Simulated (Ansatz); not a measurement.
Where the default PAW files enter, the runs use the earlier of Ansatz's two default sets.

Tunnelling through a barrier is set by its complex band structure: the current falls as exp(−2κd) with the smallest κ.

Here is the system:

```
AsB
1.0
    3.47588     0.00000     0.00000
    0.00000     3.47588     0.00000
    1.73794     1.73794     2.45782
B As
1 1
Direct
  0.75000   0.25000   0.50000
  0.00000   0.00000   0.00000
```

Space group of this cell: F-43m, zinc blende. The cell is strained (all lengths scaled by 1.02); by r2SCAN its mean pressure is -9.8 GPa.

Transport runs along the normal of the first two printed cell vectors, the (001) plane of the conventional cell.

The gap is the functional's own. No spin-orbit coupling. Mid-gap values are interpolated on the energy grid.

Problem. Compute, with r2SCAN run with Ansatz (a program for electronic structure), the band gap and the smallest decay constant κ at mid-gap.

Solution. Gap 1.47 eV on a 12×12×12 mesh; κ = 0.168 1/Å, at the zone centre.
